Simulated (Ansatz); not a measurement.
The starting structures come from a database of crystals and need not be the phases stable at ambient conditions.

Tunnelling through a barrier is set by its complex band structure: the current falls as exp(−2κd) with the smallest κ.

Given:

```
Cd2ClP3
1.0
    7.59438     0.00000     0.00000
   -1.47359     7.90019     0.00000
   -0.73679     3.95010     4.53008
Cd P Cl
4 6 2
Direct
  0.71324   0.10484   0.30370
  0.28676   0.89516   0.69630
  0.78676   0.59146   0.30370
  0.21324   0.40854   0.69630
  0.96519   0.66134   0.90800
  0.03481   0.33866   0.09200
  0.53481   0.43066   0.90800
  0.46519   0.56934   0.09200
  0.75000   0.69526   0.60948
  0.25000   0.30474   0.39052
  0.75000   0.13607   0.72786
  0.25000   0.86393   0.27214
```

Space group of this cell: C2/c. The cell is taken as given.

Transport runs along the normal of the first two printed cell vectors.

The gap is the functional's own, uncorrected, and κ follows it; spin-orbit coupling is left out. Mid-gap values are interpolated between the computed energies.

Predict the band gap and the smallest decay constant κ at mid-gap from Ansatz (a program for electronic structure) with r2SCAN.

Gap 1.49 eV on a 4×8×8 mesh; κ = 0.224 1/Å, at the zone centre.
